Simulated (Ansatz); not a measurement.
Band structure of Ni3Sn4 (C2/m, 7 atoms in the cell).

```xyz
7
Lattice="6.1051 -2.0273 0.0000 6.1051 2.0273 0.0000 -1.3475 0.0000 5.0182" Properties=species:S:1:pos:R:3 pbc="T T T"
Ni     0.0000     0.0000     0.0000
Ni     8.6806     0.0000     3.3299
Ni     2.1821     0.0000     1.6883
Sn     6.5696     0.0000     1.5735
Sn     4.2931     0.0000     3.4446
Sn     9.8560     0.0000     0.9406
Sn     1.0067     0.0000     4.0776
```

Method: PBEsol, PAW files made with PBE (plane waves; Ansatz, a program for electronic structure).

Settings: kpoints.mp_grid.grid = 4 4 3; hamiltonian.xc = pbesol; hamiltonian.pseudopotentials = {kind: paw} (the program's default PAW files); scf.occupations.method = fermi_dirac; scf.occupations.width = 0.1 eV; kpoints.band_path.path = [[0.0, 0.5, 0.0], [0.0, 0.0, 0.0], [0.0, 0.0, -0.5]]; kpoints.band_path.npoints = 8.

The starting cell comes from a database of computed structures (which also holds hypothetical and non-ambient phases and stackings), without a prior relaxation at this level. Spin polarisation is off.

Levels in eV from the Fermi level, bands 52 to 59:
```
point     52     53     54     55     56    57    58    59
-----  -----  -----  -----  -----  -----  ----  ----  ----
X      -1.46  -1.35  -1.10  -0.96  -0.52  0.23  0.92  2.27
Γ      -1.28  -0.82  -0.34  -0.28   0.51  0.78  1.81  4.12
Y      -1.08  -0.20   0.18   1.03   1.62  2.38  2.80  2.87
```

Bands cross the Fermi level along this path, so the cell is metallic at this level.

Keys are those of Ansatz 0.2.
